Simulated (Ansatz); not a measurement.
Computed with PBE (plane waves to 420 eV, PAW; Ansatz, a first-principles code).

Planar average of the electrostatic potential across the slab, in eV from the Fermi level, for the (100) surface of zinc-blende InP in its 1x1 cell (cut with top plane In, bottom plane P), relaxed from an ideal cut (the real face may reconstruct), with unlike faces, outermost plane spacing 1.49 Å in the ideal cut, from a spin-polarised start:

(z (Å), V (eV)): (3.83, 6.15); (4.13, 6.15); (4.42, 6.15); (4.72, 6.15); (5.01, 6.15); (5.31, 6.14); (5.60, 6.13); (5.90, 6.10); (6.19, 6.02); (6.49, 5.86); (6.78, 5.47); (7.08, 4.60); (7.38, 2.59); (7.67, -0.74); (7.96, -3.12); (8.26, -3.43); (8.55, -2.30); (8.85, -2.11); (9.14, -3.16); (9.44, -3.70); (9.73, -3.31); (10.03, -2.02); (10.32, -1.07); (10.62, -2.43); (10.91, -3.97); (11.21, -3.93); (11.50, -2.57); (11.80, -2.19); (12.09, -3.36); (12.39, -4.15); (12.68, -3.95); (12.98, -2.79); (13.27, -1.70); (13.57, -2.72); (13.86, -4.22); (14.16, -4.20); (14.46, -2.78); (14.75, -2.17); (15.04, -3.34); (15.34, -4.26); (15.63, -4.20); (15.93, -3.15); (16.22, -1.95); (16.52, -2.72); (16.81, -4.27); (17.11, -4.38); (17.40, -3.00); (17.70, -2.15); (17.99, -3.22); (18.29, -4.23); (18.58, -4.27); (18.88, -3.31); (19.18, -1.99); (19.47, -2.45); (19.77, -4.02); (20.06, -4.27); (20.36, -2.88); (20.65, -1.32); (20.95, -2.26); (21.24, -3.96); (21.54, -4.68); (21.83, -4.03); (22.12, -1.92); (22.42, 0.91); (22.71, 2.75); (23.01, 3.62); (23.30, 4.06); (23.60, 4.28); (23.89, 4.40); (24.19, 4.46); (24.48, 4.48); (24.78, 4.50); (25.07, 4.50); (25.37, 4.51); (25.66, 4.51); (25.96, 4.51)

Set-up: 10 atoms, In5P5, 13.4 Å thick at the start; mesh 6x6x1; 0.025 eV smearing; dipole correction on; all atoms relaxed; held to the start's symmetry, so lower structures may exist; spin-polarised from one start with parallel moments (other orders not tried), ending with about 0.8 μB a cell, a value that depends on the mesh; orders that need a larger cell were not tried, no spin-orbit, no U. The slab shows no gap over 0.04 eV on its mesh.

**Question.** The surface cell has an area of 17.76 Å². What dipole along the normal does the step between the two vacuum levels imply?

**Answer.** the top vacuum level lies 1.64 eV below the bottom one; p = −ε₀ A ΔV (ε₀ = 0.005526 e/(V·Å)) gives 0.16 e·Å a cell.
